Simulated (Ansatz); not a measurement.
The parent structure is Ti in the hcp (Mg type) structure (space group P6_3/mmc, No. 194; a = 2.9364 Å, c = 4.6402 Å; relaxed with 0.1 eV smearing). Axes: x lies along a and z along c of the hexagonal cell.

The values are results of plane-wave PAW DFT at the r2SCAN level (Ansatz, a quantum-chemistry and plane-wave program, 500 eV), spin-orbit coupling left out, not measurements.

Strains are applied to the cell and any free atomic positions relax; under biaxial strain the out-of-plane vector relaxes too.

One change was made to it. Results:

```json
[
 {"quantity": "pressure (mean of the normal stresses, compression positive)", "base": "0.0 GPa", "after": "0.7 GPa"},
 {"quantity": "shortest interatomic distance", "base": "2.874 Å", "after": "2.876 Å"}
]
```

Question: What was done to the base?
(A) biaxial strain −1.50 %, plane normal [001], relaxed out of plane
(B) biaxial strain −2.50 %, plane normal [001], relaxed out of plane
(C) biaxial strain −0.50 %, plane normal [001], relaxed out of plane

Answer: C, biaxial strain −0.50 %, plane normal [001], relaxed out of plane. For comparison, the pressure in the other runs: biaxial strain −2.50 %, plane normal [001], relaxed out of plane gives 3.9 GPa; biaxial strain −1.50 %, plane normal [001], relaxed out of plane gives 2.3 GPa.

Whether these cells are dynamically stable was not tested. The final runs are not spin-polarised.
